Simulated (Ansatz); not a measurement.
**A computed series for Ba: element substitutions**

The reference is Ba in the bcc (W type) structure (space group Im-3m, No. 229; a = 4.882 Å).

Each row replaces one element on all its sites; cell and atoms are relaxed.

All numbers come from DFT with PBEsol, PAW potentials and a 420 eV plane-wave cutoff in Ansatz (a first-principles code), spin-orbit coupling left out.

Candidates:
(a) Ba → Mg
(b) Ba → Ca
(c) Ba → Sr

Before the change:

```
Item                Value
---------------  --------
Volume per atom  58.17 Å³
```

Task: Order them by volume per atom, lowest first.

Result: (a) Ba → Mg (22.49 Å³), (b) Ba → Ca (40.41 Å³), (c) Ba → Sr (51.09 Å³)

No phonon test of stability was made. For Mg in this form, whether it has been made was not checked. This is not the structure that Mg has at room temperature and ambient pressure. This is not the structure that Ca has at room temperature and ambient pressure. This is not the structure that Sr has at room temperature and ambient pressure.
